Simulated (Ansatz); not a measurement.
Functionals compared on the (310) surface of silicon in its 1x1 cell, relaxed from an ideal cut (the real face may reconstruct), outermost plane spacing 0.86 Å in the ideal cut (in the relaxation 4 Si–Si bonds formed), in Ansatz (plane waves, PAW). The structure was relaxed with PBE; the other rows are single points on it, each with its references at the same level. Cutoff 420 eV (500 eV for r2SCAN).

Set-up: 28 atoms, 11.2 Å thick at the start; mesh 5x3x1; 0.025 eV smearing; dipole correction on; all atoms relaxed; start symmetry kept, larger cells not searched; no spin (no spin-polarised run to compare, though such a face may carry moments), no spin-orbit, no U. The slab shows no gap on its mesh. These notes are the PBE run's.

```tsv
functional	surface energy (J/m²)	work function of the top face (eV)	ionisation potential (eV)	rough cost of the single point
PBE	1.49	4.27	4.45	–
LDA	…	…	…	around 40 core-seconds (rough)
PBEsol	1.55	4.32	4.46	about 40 core-seconds (a rough figure)
RPBE	1.41	4.19	4.39	around 40 core-seconds (rough)
r2SCAN	1.76	4.33	4.59	very roughly 80 core-seconds
```

What belongs in the gaps?


- LDA, surface energy (J/m²): 1.64
- LDA, work function of the top face (eV): 4.46
- LDA, ionisation potential (eV): 4.61

Ansatz is a first-principles code.
